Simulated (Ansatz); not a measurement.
GaAs under load (space group Imm2), r2SCAN with spin-orbit coupling, rigid bands (Ansatz, an electronic-structure program). Condition of this run: uniaxial stress along [110] of -6 GPa (compression positive) (the target of the relaxation). Band gap 0.45 eV, N_c = 2.52e17 cm⁻³ and N_v = 2.78e18 cm⁻³ at 300 K, conductivity masses along z (a = (0.09, 2.92, 2.75) Å; b = (2.92, 0.09, 2.75) Å; c = (3.01, 3.01, 0.00) Å) of 0.0416 mₑ (electrons) and 0.185 mₑ (holes). Take k_BT = 0.02585 eV.

Question: What thermal injection velocity √(2k_BT/πm) limits a ballistic channel along the direction named?

Answer: 2.64e7 cm/s for electrons and 1.25e7 cm/s for holes, a ratio of √(m_h/m_e) = 2.11, for dilute carriers.

Question: Find the intrinsic carrier density and the intrinsic Fermi level.

Answer: n_i = √(N_c N_v) exp(−E_g/2k_BT) = 8.37e17 × exp(−8.70) = 1.4e14 cm⁻³. The level lies (k_BT/2) ln(N_v/N_c) = 31 meV from mid-gap (positive towards the conduction band). Each 0.1 eV added to the gap lowers n_i by a factor of 6.9.

Rigid bands with the computed gap; masses take one relaxation time for all states. Geometry: cell and atoms relaxed with PBEsol.
